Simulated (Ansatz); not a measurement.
Consider PbTe in the rock salt structure (space group Fm-3m, No. 225; a = 6.442 Å).

Levels (all Ansatz, a first-principles code, PAW): PBEsol (420 eV, no spin-orbit coupling); r2SCAN (500 eV, without spin-orbit coupling).

Its gap is 0.65 eV with PBEsol and 1.00 eV with r2SCAN.

One thing is altered: cell and atoms relaxed at a pressure of 7 GPa.

With PBEsol the gap becomes 0.34 eV.

Q: If the r2SCAN correction stayed the same, what would the r2SCAN gap be, and what does the r2SCAN run give?

A: A rigid correction of +0.35 eV gives 0.69 eV. The r2SCAN run gives 0.66 eV, so the two effects roughly add.

Single points use the geometry relaxed with PBEsol. Spin-orbit coupling, missing from the scalar runs, can matter with Pb and Te. Load acts through the strain it causes; cell and atoms are relaxed under it. No phonon test of stability was made. No other phases were tried under pressure.
